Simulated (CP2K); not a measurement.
Band structure of ScBPt3 (Pm-3m, 5 atoms in the cell).

```
CELL_PARAMETERS angstrom
      4.27026     0.00000     0.00000
      0.00000     4.27026     0.00000
      0.00000     0.00000     4.27026
ATOMIC_POSITIONS crystal
  Sc 0.00000 0.00000 0.00000
  B  0.50000 0.50000 0.50000
  Pt 0.00000 0.50000 0.50000
  Pt 0.50000 0.00000 0.50000
  Pt 0.50000 0.50000 0.00000
```

Method of the run: PBEsol, GPW, DZVP-MOLOPT-SR-GTH basis, GTH-PBE potentials (GTH_POTENTIALS) in CP2K.

Settings: CUTOFF = 600 Ry; REL_CUTOFF = 50 Ry; SMEAR/METHOD = GAUSSIAN; SIGMA = 0.05 eV; KPOINTS/SCHEME = MONKHORST-PACK 5 5 5; XC_FUNCTIONAL = PBE:PBESOL; Sc/BASIS_SET = DZVP-MOLOPT-SR-GTH; Sc/POTENTIAL = GTH-PBE-q11; B/BASIS_SET = DZVP-MOLOPT-SR-GTH; B/POTENTIAL = GTH-PBE-q3; Pt/BASIS_SET = DZVP-MOLOPT-SR-GTH; Pt/POTENTIAL = GTH-PBE-q18; METHOD = GPW; EPS_DEFAULT = 1e-11.

The starting cell comes from a database of computed structures (which also holds hypothetical and non-ambient phases and stackings), without a prior relaxation at this level. Its lattice was rescaled by a random factor within 2.5 % of one. Spin-orbit coupling is off. Spin polarisation is off. Values carry the incompleteness of an atom-centred basis. The potentials were made for another functional than the one used.

Levels in eV from the Fermi level, bands 32 to 37:
```json
[
 {"point": "Γ", "32": "-1.01", "33": "-1.01", "34": "-1.01", "35": "-0.98", "36": "1.35", "37": "1.35"},
 {"point": "X", "32": "-2.19", "33": "-1.01", "34": "0.28", "35": "0.28", "36": "1.21", "37": "1.37"},
 {"point": "M", "32": "-2.17", "33": "-1.70", "34": "-0.28", "35": "-0.28", "36": "0.92", "37": "0.92"},
 {"point": "R", "32": "-1.16", "33": "-0.75", "34": "-0.75", "35": "-0.75", "36": "0.24", "37": "0.24"}
]
```

Bands cross the Fermi level along this path, so the cell is metallic at this level.

Higher empty bands are left out: an atom-centred basis made for the valence describes them poorly.
